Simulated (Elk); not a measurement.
**Worked example: self-consistent single point of Mg3Zn (P-6m2, 4 atoms in the cell) in Elk**

Computed with Elk with LDA (PW92), all-electron FP-LAPW, Elk's shipped species files, APW+lo basis with extra local orbitals.

The input file:

```
tasks
  0

xctype
  3

tforce
  .true.

rgkmax
  8.0

gmaxvr
  18.0

lmaxapw
  10

lmaxo
  8

nxlo
  2

lorbcnd
  .true.

lradstp
  2

nrmtscf
  2.0

lmaxi
  4

stype
  0

swidth
  0.00367493

scale
  1.889726125

avec
    3.1013500658   -0.0000000153    0.0000000000
   -1.5506750197    2.6858479506    0.0000000000
    0.0000000000    0.0000000000    9.6936000000

sppath
  './'

atoms
  2   : nspecies
  'Mg.in'   : spfname
  3   : natoms; atposl, bfcmt below
  0.0000000000  0.0000000000  0.0000000000    0.0 0.0 0.0
  0.6666666667  0.3333333333  0.7309100000    0.0 0.0 0.0
  0.6666666667  0.3333333333  0.2690900000    0.0 0.0 0.0
  'Zn.in'   : spfname
  1   : natoms; atposl, bfcmt below
  0.0000000000  0.0000000000  0.5000000000    0.0 0.0 0.0

ngridk
  8 8 3
```

The program printed (abridged):

```
│ Elk code version 10.2.4 │

All units are atomic (Hartree, Bohr, etc.)

│ Ground-state run starting from atomic densities │

Lattice vectors :
   5.860702242     -0.2891280971E-07   0.000000000
  -2.930351096       5.075517040       0.000000000
   0.000000000       0.000000000       18.31824917

Unit cell volume      :    544.8963618
Brillouin zone volume :   0.4552245727

Muffin-tin inner radius fraction :   0.1000000000E-01

Nuclei treated as point charges

Species :    1 (Mg)
 parameters loaded from : Mg.in
 name : magnesium
 nuclear charge    :   -12.00000000
 electronic charge :    12.00000000
 atomic mass :    44305.30462
 muffin-tin radius :    2.200000000
 number of radial points in muffin-tin :    799
 atomic positions (lattice), magnetic fields (Cartesian) :
   1 :   0.00000000  0.00000000  0.50000000    0.00000000  0.00000000  0.00000000
   2 :   0.66666667  0.33333333  0.23091000    0.00000000  0.00000000  0.00000000
   3 :   0.66666667  0.33333333  0.76909000    0.00000000  0.00000000  0.00000000

Species :    2 (Zn)
 parameters loaded from : Zn.in
 name : zinc
 nuclear charge    :   -30.00000000
 electronic charge :    30.00000000
 atomic mass :    119233.3129
 muffin-tin radius :    2.400000000
 number of radial points in muffin-tin :    999
 atomic positions (lattice), magnetic fields (Cartesian) :
   1 :   0.00000000  0.00000000  0.00000000    0.00000000  0.00000000  0.00000000

Total number of atoms per unit cell :    4

Spin treatment :
 spin-unpolarised

Number of Bravais lattice symmetries :   24
Number of crystal symmetries         :   12
Crystal has no inversion symmetry
Complex Hermitian eigensolver will be used

k-point grid :      8     8     3
k-point offset :    0.000000000       0.000000000       0.000000000
k-point set is reduced with full crystal symmetry group
Total number of k-points :       30

Muffin-tin radius times maximum |G+k| :    8.000000000
 using average radius
   [... lines left out ...]
 potential will be trimmed for |G| > 2 gkmax
Constant for pseudocharge density :   11
Radial integration step length :    2

G-vector grid sizes :     35    35   105
Number of G-vectors :    53541

Maximum angular momentum used for
 APW functions                      :   10
 outer part of muffin-tin           :    8
 inner part of muffin-tin           :    4

Total nuclear charge    :   -66.00000000
Total core charge       :    18.00000000
Total valence charge    :    48.00000000
Total excess charge     :    0.000000000
Total electronic charge :    66.00000000

Effective Wigner radius, rₛ :    1.253796696

Number of empty states         :   16
Total number of valence states :   40
Total number of core states    :   18

Conduction state local-orbitals added automatically
Total number of local-orbitals :  417

Exchange-correlation functional :      3     0     0
 Perdew-Wang/Ceperley-Alder, Phys. Rev. B 45, 13244 (1992)
 gradient requirement :    0
 local density approximation (LDA)

Smearing type :    0
 Gaussian
Smearing width :   0.3674930000E-02
Effective electronic temperature (K) :    1160.451112

Mixing type :    3
 Broyden mixing, J. Phys. A: Math. Gen. 17, L317 (1984)

Kohn-Sham potential initialised from atomic data
│ Self-consistent loop started │
│ Loop number : 1 │
 total energy                :     -2387.65402682
│ Loop number : 2 │
 total energy                :     -2387.92627814
RMS change in Kohn-Sham potential (target) :   0.7258085063E-01 (  0.1000000000E-05)
Absolute change in total energy (target)   :   0.2722513192     (  0.1000000000E-03)
│ Loop number : 3 │
 total energy                :     -2389.59375248
RMS change in Kohn-Sham potential (target) :   0.4785683088E-01 (  0.1000000000E-05)
Absolute change in total energy (target)   :    1.735537171     (  0.1000000000E-03)
│ Loop number : 4 │
 total energy                :     -2391.11577570
RMS change in Kohn-Sham potential (target) :   0.2392166428E-01 (  0.1000000000E-05)
Absolute change in total energy (target)   :    1.955907507     (  0.1000000000E-03)
│ Loop number : 5 │
 total energy                :     -2391.51143677
RMS change in Kohn-Sham potential (target) :   0.1625354901E-01 (  0.1000000000E-05)
Absolute change in total energy (target)   :   0.8846379477     (  0.1000000000E-03)
   [... lines left out ...]
Absolute change in total energy (target)   :   0.1036812703E-01 (  0.1000000000E-03)
│ Loop number : 11 │
 total energy                :     -2392.00701670
RMS change in Kohn-Sham potential (target) :   0.3823863368E-05 (  0.1000000000E-05)
Absolute change in total energy (target)   :   0.4230881921E-02 (  0.1000000000E-03)
│ Loop number : 12 │
 total energy                :     -2392.00735884
RMS change in Kohn-Sham potential (target) :   0.4448112168E-05 (  0.1000000000E-05)
Absolute change in total energy (target)   :   0.1399868308E-02 (  0.1000000000E-03)
│ Loop number : 13 │
 total energy                :     -2392.00716134
RMS change in Kohn-Sham potential (target) :   0.6850970670E-06 (  0.1000000000E-05)
Absolute change in total energy (target)   :   0.1524631230E-03 (  0.1000000000E-03)
│ Loop number : 14 │
 total energy                :     -2392.00714223
RMS change in Kohn-Sham potential (target) :   0.6076628249E-06 (  0.1000000000E-05)
Absolute change in total energy (target)   :   0.1900924963E-04 (  0.1000000000E-03)
Convergence targets achieved

│ Loop number : 15 │

Energies :
 Fermi                       :     0.155320060221
 sum of eigenvalues          :     -1344.19615766
 electron kinetic            :      2424.03501029
 core electron kinetic       :      2013.63080178
 Coulomb                     :     -4700.30317866
 Coulomb potential           :     -3615.14669458
 nuclear-nuclear             :     -230.030025801
 electron-nuclear            :     -5325.39961114
 Hartree                     :      855.126458280
 Madelung                    :     -2892.72983137
 xc potential                :     -153.084473369
 exchange                    :     -110.361648399
 correlation                 :     -5.37726475478
 total energy                :     -2392.00708152

Density of states at Fermi energy :    66.63025767
 (states/Hartree/unit cell)

Estimated indirect band gap :   0.2585161064E-02
 from k-point     15 to k-point     20
Estimated direct band gap   :   0.2230979187E-01
 at k-point      3

Charges :
 core                        :    18.00000000
 valence                     :    48.00000000
 interstitial                :    5.596256868
 muffin-tins (core leakage)
  species :    1 (Mg)
   atom    1                 :    10.50490873     (  0.6661338148E-15)
   atom    2                 :    10.51094483     (  0.6661338148E-15)
   atom    3                 :    10.51094483     (  0.6661338148E-15)
  species :    2 (Zn)
   atom    1                 :    28.87694474     (  0.8453291809E-04)
 total in muffin-tins        :    60.40374313
 total calculated charge     :    65.99965388
 total charge                :    66.00000000
 error                       :   0.3461184122E-03

│ Self-consistent loop stopped │

Forces :
 species :    1 (Mg)
  atom :    1
   Hellmann-Feynman          :     0.00000000   -0.00000000    0.00000000
   IBS                       :    -0.00000000    0.00000000    0.00000000
   total force               :    -0.00000000   -0.00000000    0.00000000
   total magnitude           :     0.00000000
  atom :    2
   Hellmann-Feynman          :     0.00000000   -0.00000000   -0.00048556
   IBS                       :    -0.00000000    0.00000000   -0.00105988
   total force               :     0.00000000   -0.00000000   -0.00154544
   total magnitude           :     0.00154544
  atom :    3
   Hellmann-Feynman          :    -0.00000000   -0.00000000    0.00048556
   IBS                       :     0.00000000    0.00000000    0.00105988
   total force               :     0.00000000   -0.00000000    0.00154544
   total magnitude           :     0.00154544
 species :    2 (Zn)
  atom :    1
   Hellmann-Feynman          :     0.00000000    0.00000000    0.00000000
   IBS                       :    -0.00000000    0.00000000    0.00000000
   total force               :     0.00000000    0.00000000    0.00000000
   total magnitude           :     0.00000000
```

The run converged in 15 iterations. The count includes the last loop, which Elk runs after its targets are met.

The starting cell comes from a database of computed structures (which also holds hypothetical and non-ambient phases and stackings), without a prior relaxation at this level. Values depend on the basis (sphere radii, cutoffs, local orbitals), which need not be converged. The log's line on a gap gives a spacing of levels on this mesh, which the program prints for metals too.

Cost on one core of a shared machine: roughly 3 min.
